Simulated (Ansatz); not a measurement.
## Step by step: surface energy of the Si(111) slab with 2 Cl, the mean of its two faces, with the listed reservoirs for the atoms in excess

Consider the surface energy of the Si(111) slab with 2 Cl, the mean of its two faces, with the listed reservoirs for the atoms in excess. Reaction: 8 Si (diamond) + Cl2 (gas) → cell A.

A: a slab of Si (diamond, Fd-3m) cut along (111), 10 atoms, hexagonal cell of 3.87 Å (13.0 Å²), symmetry P-3m1 within 0.02 Å, 14.4 Å thick under 16 Å of vacuum, in-plane vectors held at the crystal's; planes from bottom to top: Cl | Si × 8 | Cl; added, foreign or displaced atoms, above the top plane and below the bottom plane: two times Cl bound to 1 Si at 2.08 Å; spin state with PBE: run without spin.

Ansatz (a first-principles code) with PAW potentials; structures come from PBE relaxations, nuclei static, no net charge. Ansatz runs with its PAW set soft_1. Other levels take these structures. The lattices are those relaxed with PBE, so at other levels the solids can be strained, which adds to the spread. A dispersion term (D3(BJ), or D4 for r2SCAN) was computed beside these levels and is taken off wherever the name lacks it. Space groups of crystals are read within 0.01 Å. Cell A has symmetry P-3m1 within 0.02 Å and got no random move, so less symmetric positions, which may lie lower, weren't tried.

Total energies of the cells in eV, at zero smearing width. They compare only within one column; the weights balance every element.

```tsv
cell	atoms	weight	r2SCAN	RPBE
A: Si(111) slab with 2 Cl	10	+1	-7282.72151	-7280.57083
Si (diamond)	2	−4	-1278.12913	-1277.80599
Cl2 (gas)	2	−1	-2167.02949	-2166.61723
```

r2SCAN: (-7282.72151) − 4 × (-1278.12913) − (-2167.02949) = -3.1755 eV; dividing by 2 × 12.955 Å² and converting at 16.022 J/m² per eV/Å² gives -1.96 J/m².

RPBE: (-7280.57083) − 4 × (-1277.80599) − (-2166.61723) = -2.7296 eV; dividing by 2 × 12.955 Å² and converting at 16.022 J/m² per eV/Å² gives -1.69 J/m².
